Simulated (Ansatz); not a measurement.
WS2 with two functionals, isotropic strain +1.04 %

Base system: WS$_{2}$ in the 2H-MoS2 type structure (space group P6_3/mmc, No. 194; a = 3.154 Å, c = 12.141 Å; layered, stacked along the Cartesian z axis).

(Cell as relaxed with PBE-D3(BJ).)

Levels (all Ansatz, an electronic-structure program, PAW, earlier PAW set): PBE-D3(BJ) (420 eV, no spin-orbit coupling); PBEsol-D3(BJ) (420 eV, without spin-orbit coupling).

Each level relaxes its own structure.

```tsv
base	PBE-D3(BJ)	PBEsol-D3(BJ)
volume per atom	17.44 Å³	16.49 Å³
lattice parameter a	315.4 pm	311.5 pm
band gap	0.88 eV	0.66 eV
```

Now apply this change: every lattice vector is stretched by 1.04 %, atoms relaxed at fixed cell.

```tsv
quantity	PBE-D3(BJ)	PBEsol-D3(BJ)
smallest direct gap	1.71 eV	1.79 eV
energy relative to the base (free energy F)	+4.1 meV/atom	+4.5 meV/atom
hole mass	1.0 mₑ along c, 0.55 mₑ across (at Γ)	0.97 mₑ along c, 0.47 mₑ across (at Γ)
shift of the gap caused by the change	+0.06 eV	+0.08 eV
```

PBE-D3(BJ)'s smallest direct gap lies 0.085 eV below PBEsol-D3(BJ)'s; PBE-D3(BJ)'s energy relative to the base lies 0.4 meV/atom below PBEsol-D3(BJ)'s; PBE-D3(BJ)'s shift of the gap caused by the change lies 0.02 eV below PBEsol-D3(BJ)'s. Neither level is exact; PBEsol-D3(BJ) is the comparison here, not a measurement.

With W present, leaving out spin-orbit coupling can change the band edges. Masses are band curvatures over ±0.01 Å⁻¹ around the edge. Whether these cells are dynamically stable was not tested.
